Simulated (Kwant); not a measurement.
System: Aharonov-Bohm ring in a CdTe two-dimensional gas. Effective mass 0.096 mₑ, grid spacing 3.3 nm, hard walls, nominal width 40 nm (13 grid rows, so walls 46.2 nm apart), one parabolic valley, scattering region 250 nm long along x; energies count from the band bottom; Fermi energy 0.00538 eV. Ring of mean radius 50 nm, arms as wide as the leads. Perpendicular field swept from 0 to 1.3 T, none in the leads; orbital effect alone.

The device is made up for the run: typed textbook-type constants, with dimensions and the other settings drawn at random.

Model: effective-mass tight-binding model on a square grid, one spin, coherent transport at 0 K (Kwant). Conductance is in e²/h.

Density of the scattering states that come in from the left lead, at field = 0.97865 T, in bins, relative to the largest site value (x marks bins outside the device):

```
|xxxxxxxxxxxxxxxxx          xxxxxxxxxxxxxxxxx|
|xxxxxxxxxxxxxxx              xxxxxxxxxxxxxxx|
|xxxxxxxxxxxxxx   .    ...     xxxxxxxxxxxxxx|
|xxxxxxxxxxxxx   ...   .:.      xxxxxxxxxxxxx|
|xxxxxxxxxxx     ...    .    ..   xxxxxxxxxxx|
|xxxxxxxxxxx      .         ....  xxxxxxxxxxx|
|xxxxxxxxxx           xx    ...    xxxxxxxxxx|
|             ...   xxxxxx   .               |
| .::.  .::.  :-:  xxxxxxxx       ..         |
| -*+-  -#*=..:-: xxxxxxxxxx  ...::::........|
|.+@%+..+@@+..:-: xxxxxxxxxx  .:-------:-----|
|.+@@+.:*@@+..--: xxxxxxxxxx  .:-------------|
|.=%#+::+#*- .--: xxxxxxxxxx  .::::::-------:|
| :--:..:-:. .-=:  xxxxxxxx  ..:..  .........|
|            :==:.  xxxxxx  .:--:            |
|xxxxxxxxxx  :--:.    xx    :-==:. xxxxxxxxxx|
|xxxxxxxxxxx .:-:...        :==-. xxxxxxxxxxx|
|xxxxxxxxxxx  .::---:. .:::::--.  xxxxxxxxxxx|
|xxxxxxxxxxxxx .:-+=-:.:-==-::. xxxxxxxxxxxxx|
|xxxxxxxxxxxxxx .:-=-::-===-.  xxxxxxxxxxxxxx|
|xxxxxxxxxxxxxxx  ....::::..  xxxxxxxxxxxxxxx|
|xxxxxxxxxxxxxxxxx          xxxxxxxxxxxxxxxxx|
```
Scale: ten equal steps from 0.000 (start of ' ') to 0.936 (end of '@'), in the order ' .:-=+*#%@'; x runs from -119 to 119, y from -66.2 (bottom) to 66.1 (top).

The conductance there is 0.74 e²/h with 1 open channel(s) in the leads.
